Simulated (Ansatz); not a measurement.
## TiC, response to strain

The parent structure is TiC in the rock salt structure (space group Fm-3m, No. 225; relaxed with 0.1 eV smearing).

```
CELL_PARAMETERS angstrom
      0.00000     2.14668     2.14668
      2.14668     0.00000     2.14668
      2.14668     2.14668     0.00000
ATOMIC_POSITIONS crystal
  Ti 0.00000 0.00000 0.00000
  C  0.50000 0.50000 0.50000
```

Cartesian axes are those of the cell as printed.

Strains are applied to the cell and any free atomic positions relax; under biaxial strain the out-of-plane vector relaxes too.

All numbers come from PBEsol, PAW, 420 eV (Ansatz, an electronic-structure program; without spin-orbit coupling).

Notes on the quantities. energy relative to the base: free energy F.

```tsv
biaxial strain, plane normal [111], relaxed out of plane (%)	energy relative to the base (meV/atom)
-2.5	22.7
-2.08	15.6
-1.67	10.0
-1.25	5.5
-0.83	?
-0.42	0.6
0	0.0
```

Q: Fit ΔE = Aε² + Bε³ (ε in %) to the rows shown and predict the withheld row.

A: Least squares on the printed values gives A = 3.46 and B = -0.070 meV/atom (largest residual 0.0 meV/atom); this predicts 2.4 meV/atom, and the run gives 2.4 meV/atom, in agreement.

No phonon test of stability was made. The final runs are not spin-polarised.
